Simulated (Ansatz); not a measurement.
Structure of amorphous In24O41Ta2 (periodic cell):

```xyz
67
Lattice="9.5985 -0.1940 -0.0779 -0.1940 9.9862 0.2041 -0.0779 0.2041 9.8478" Properties=species:S:1:pos:R:3 pbc="T T T"
In     2.7511     2.3197     7.4920
In     7.5063     1.2582     2.6155
In     5.5057     5.4977     3.7983
In     8.3781     7.0023     8.8199
In     7.6285     4.0998     0.8129
In     5.4011     4.3106     7.3534
In     4.7950     7.5640     0.5572
In     2.2466     9.8353     1.8959
In     5.4736     0.9701     9.4742
In     2.4605     5.8158     8.6732
In     8.1500     8.2147     5.3370
In     0.5407     1.2318     5.5702
In     1.9853     9.1084     8.6369
In     2.1581     4.8229     5.1221
In     3.8999     2.0150     4.2748
In     1.3862     6.3112     1.7671
In     5.1453     7.5554     7.2051
In     1.0014     3.0658     2.0368
In     9.1541     0.8320     9.1208
In     8.5875     4.4125     4.2221
In     5.0299     9.0517     3.5643
In     6.6763     1.5277     6.1781
In     8.9632     3.9998     7.5038
In     4.1207     3.2522     1.2506
O      0.3492     5.7544     8.6242
O      4.6449     6.1593     8.7895
O      8.1108     6.7918     3.7126
O      4.5151     9.1228     8.6993
O      5.8076     1.1287     4.0188
O      8.2149     0.2905     5.6427
O      9.1558     2.2024     3.5631
O      4.8584     7.0966     2.6519
O      2.3570     0.3637     6.6642
O      2.7348     1.9265     2.2484
O      2.4791     7.5732     7.1915
O      2.9185     9.7371     3.9439
O      4.4609     8.6663     5.5928
O      2.4551     4.5318     0.7846
O      2.4350     6.8433     4.4823
O      8.8846     6.0927     1.1100
O      0.9481     4.8293     3.1978
O      7.0305     4.3282     2.8511
O      0.6306     8.3355     2.2095
O      2.9886     4.4478     7.1286
O     -0.1482     8.9967     8.7411
O      6.9871     7.6230     0.6157
O      4.7514     2.3969     6.3594
O      0.4519     2.3279     7.5691
O      4.0940     3.9912     3.3679
O      0.2056     5.1348     5.8586
O      2.0995     2.6410     5.1590
O      8.5138    -0.0864     1.2095
O      2.5882     7.3732     0.3544
O      0.5809     9.0056     5.2192
O      6.1834     2.3301     1.1708
O      4.4410     9.6307     1.5133
O      9.1427     2.6605     0.5077
O      7.2612     7.4775     7.0678
O      7.1971     4.7958     8.6487
O      7.3901     3.5384     6.0546
O      4.2252     2.7075     9.0572
O      7.1845     9.0475     3.4167
O      7.1612     1.2343     8.2904
O      5.2286     5.7720     5.8304
O      1.8022     0.8278     9.6749
Ta     2.4180     8.4278     5.4367
Ta     8.2622     7.9509     2.0485
```

Level of theory: PBE, scalar-relativistic without spin-orbit coupling (plane waves to 420 eV, PAW; Ansatz, an electronic-structure program).

Preparation: random packing, a CHGNet melt and quench, and a DFT relaxation. O atoms were pushed apart under 1.9 Å during the dynamics, to hinder bonds among them. The hot cell started wider than the set density and was brought back towards it in steps. It is the lowest in DFT energy of 2 quenches. It is a model cell: composition and starting density were chosen by hand, and all elements were melted together. No dispersion term was used. Its density started from a set value of 6.64 and ended at 6.64 g/cm³. The quench (nominally 220 K/ps over its main leg) was far faster than any real one, so the model tends to hold more defects than a real film. Values belong to this one cell and scatter from quench to quench. The volume was held where the preparation left it and the shape relaxed, at a PBE pressure of -2.1 GPa (tension). Stress components on the final sampling reach 2.2 GPa.

Neighbours within In-In 3.12 Å, In-O 2.68 Å, In-Ta 3.12 Å, O-O 1.58 Å, O-Ta 2.60 Å, Ta-Ta 3.12 Å count as bonded. Two cations that share two anions don't count as bonded, nor two that share one unless they lie closer than In-In 3.04 Å, In-Ta 3.04 Å, Ta-Ta 3.04 Å.

Give the coordination numbers, mean bond lengths and angles.


The mean coordination of In by anions is 5.50 (1 with 4, 11 with 5, 11 with 6, 1 with 7). The mean coordination of O is 3.51 (1 with 2, 18 with 3, 22 with 4) and the mean coordination of Ta by anions is 6.00 (2 with 6). The mean In-O bond is 2.222 Å (spread 0.119 Å, 132 counted) and the mean O-Ta bond is 2.042 Å (spread 0.136 Å, 12 counted). The bond angle at In is mean 104.5°, spread 28.8°, the bond angle at O comes out as mean 111.4°, spread 15.8° and the bond angle at Ta comes out as mean 103.8°, spread 28.5°.

List the pairs of like atoms that count as bonded by the rules above.

There are none by these rules.
